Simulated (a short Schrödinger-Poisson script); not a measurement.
## MOS inversion layer, SiO2 on p-type GaN

Stack: MOS inversion layer, SiO2 on p-type GaN, at 400 K.

| layer | material | thickness (nm) | Na (cm⁻³) |
|---|---|---|---|
| 1 | SiO2 | 2.1 | - |
| 2 | GaN | 490 | 1.6e18 |

Constants are typed, rounded textbook-type inputs, not results; the design itself was drawn at random and stands for no fabricated device. SiO2: permittivity 3.9, conduction-band edge (eV) 3.2, gap (eV) 9, electron mass (mₑ) 0.5. GaN: permittivity 9.5, conduction-band edge (eV) 0, gap (eV) 3.43, Nv at 300 K (cm⁻³) 4.6e19.

Channel valleys (confinement mass, in-plane density-of-states mass, number): Γ 0.2, 0.2, 1. At the gate the conduction-band edge of layer 1 lies 3.27 eV − eVg above the Fermi level of the channel; the field vanishes at the back. Gaps are held at their typed values at every temperature. Mesh 0.03 nm at interfaces.

From a short Schrödinger-Poisson script (our own, NumPy): 1D Poisson equation in equilibrium, electrons quantum, Hartree (BenDaniel-Duke, 12 states a valley, the channel's in-plane mass for all, wave functions free to enter the dielectric), parabolic valleys, classical holes, full ionisation, no traps, pinning or gate leakage.

| Vg (V) | electrons (cm⁻²) | C (μF/cm²) | Γ E0 (meV) | Γ E1 (meV) |
|---|---|---|---|---|
| 0.6 | 2.97e6 | 0.168 | 475.2 | 733.9 |
| 0.7 | 3.71e7 | 0.166 | 388.1 | 649.5 |
| 0.8 | 4.67e8 | 0.165 | 300.8 | 564.9 |
| 0.9 | 5.81e9 | 0.182 | 213.9 | 480.6 |
| 1 | 6.21e10 | 0.348 | 131.9 | 401.2 |
| 1.1 | 3.39e11 | 0.755 | 71.8 | 343.9 |
| 1.2 | 8.63e11 | 1.01 | 36.2 | 311.5 |
| 1.3 | 1.51e12 | 1.12 | 12.8 | 291.2 |
| 1.4 | 2.22e12 | 1.18 | -5.1 | 276.5 |
| 1.5 | 2.96e12 | 1.22 | -20.1 | 264.7 |
| 1.6 | 3.71e12 | 1.24 | -33.3 | 254.6 |
| 1.7 | 4.48e12 | 1.26 | -45.5 | 245.6 |
| 1.8 | 5.27e12 | 1.27 | -56.9 | 237.2 |
| 1.9 | 6.05e12 | 1.28 | -67.9 | 229.3 |
| 2 | 6.85e12 | 1.29 | -78.5 | 221.7 |
| 2.1 | 7.65e12 | 1.29 | -88.9 | 214.3 |
| 2.2 | 8.45e12 | 1.30 | -99.1 | 207.1 |

Gate voltages with under 1e6 electrons/cm² are left out.

Subbands count from the Fermi level.

In real p-type GaN the Mg acceptor is only partly ionised, and so wide a gap doesn't supply an inversion layer without source and drain.
